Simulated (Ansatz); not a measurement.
**Effective masses and thermopower of GaP under load (space group I-4m2)**

```xyz
2
Lattice="0.0000 2.7422 2.6732 2.7422 0.0000 2.6732 2.7422 2.7422 0.0000" Properties=species:S:1:pos:R:3 pbc="T T T"
Ga     0.0000     0.0000     0.0000
P      1.3711     1.3711     1.3366
```

All values below come from r2SCAN with spin-orbit coupling, rigid bands (plane waves, PAW; Ansatz, an electronic-structure program). Condition of this run: uniaxial stress zz = 2 GPa (compression positive) (the target of the relaxation). How the cell was made: cell and atoms relaxed with r2SCAN, then loaded as said.

* **band gap**: 1.57 eV
* **electron conductivity mass (300 K, dilute)**: 0.24 (x), 0.24 (y), 1.05 (z) mₑ
* **hole conductivity mass (300 K, dilute)**: 0.43 (x), 0.43 (y), 0.31 (z) mₑ
* **effective density of states N_c (300 K)**: 1.2e19 cm⁻³
* **effective density of states N_v (300 K)**: 5.9e18 cm⁻³
* **density-of-states mass, electrons**: 0.60 mₑ
* **density-of-states mass, holes**: 0.38 mₑ
* **Seebeck coefficient, n-type 1e19 cm⁻³, 300 K**: -230 μV/K
* **Seebeck coefficient, p-type 1e19 cm⁻³, 300 K**: 238 μV/K
* **best p-type power factor at 300 K for τ = 10 fs (best axis; densities from 1e16 to 1e21 cm⁻³ tried, whether or not they can be reached)**: 12.2 μW/(cm·K²) at 3e20 cm⁻³

Rigid bands; masses and Seebeck coefficients take one relaxation time τ for all states and one kind of carrier; polarons and phonon drag are left out.
